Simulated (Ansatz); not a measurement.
```yaml
crystal:
  lattice:
    - [2.75242, 1.58911, 2.33111]
    - [-2.75242, 1.58911, 2.33111]
    - [0.00000, -3.17822, 2.33111]
  atoms:
    - { symbol: Li, position: [0.10013, 0.10013, 0.10013] }
    - { symbol: Ta, position: [0.49453, 0.49453, 0.49453] }
    - { symbol: O, position: [0.97275, 0.45280, 0.45280] }
    - { symbol: O, position: [0.45280, 0.45280, 0.97275] }
    - { symbol: O, position: [0.45280, 0.97275, 0.45280] }
```

Relaxed-ion tensors in this frame from PBEsol in Ansatz (a first-principles code). Proper piezoelectric stress tensor e (C/m²):

```
 0.00   0.00   0.00   0.00   4.79   1.10
 1.10  -1.10   0.00   4.79   0.00   0.00
 0.86   0.86   1.84   0.00   0.00   0.00
```

Stiffness C (GPa):

```
  281    140    115   11.5    0.0    0.0
  140    281    115  -11.5    0.0    0.0
  115    115    242    0.0    0.0    0.0
 11.5  -11.5    0.0   40.7    0.0    0.0
  0.0    0.0    0.0    0.0   40.7   11.5
  0.0    0.0    0.0    0.0   11.5   70.5
```

The cell was generated from a structure type, relaxed within its symmetry, and need not be the phase found at ambient conditions. Spin-orbit coupling is not included. Li is the large-site (A) cation and Ta the one bonded closest to the anions (B).

Task: Obtain the piezoelectric strain tensor d.

Result: d = e S with S = C⁻¹, in pC/N:

```
 0.0   0.0   0.0   0.0   119  -3.8
-1.9   1.9   0.0   119   0.0   0.0
 0.0   0.0   7.6   0.0   0.0   0.0
```
At this level the polar cell without biaxial strain is unstable to a cell-doubling distortion (lowest mode away from Γ 133i cm⁻¹ on a 2×2×2 mesh), so it is not the ground state.
